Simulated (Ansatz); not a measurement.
Start from BaTiO$_{3}$ (space group P4mm, No. 99; a = 3.985 Å, c = 4.204 Å).

Level of theory: PBE in Ansatz (plane waves to 420 eV, PAW, without spin-orbit coupling), earlier PAW set.

One change was made to it. Results:

```csv
quantity,base,after
band gap,1.85 eV,1.90 eV
smallest direct gap,2.39 eV,2.19 eV
volume per atom,13.35 Å³,12.54 Å³
```

### Question
Which of these changes matches the shifts?
A. pressure −1 GPa
B. pressure 3 GPa
C. pressure 7.5 GPa
D. pressure 0.3 GPa

### Answer
C, pressure 7.5 GPa. For comparison, the smallest direct gap in the other runs: pressure −1 GPa gives 2.43 eV; pressure 0.3 GPa gives 2.39 eV; pressure 3 GPa gives 2.31 eV.

Load acts through the strain it causes; cell and atoms are relaxed under it. Whether these cells are dynamically stable was not tested. Competing high-pressure phases were not computed. All final runs are without spin polarisation.

Ansatz is a quantum-chemistry and plane-wave program.
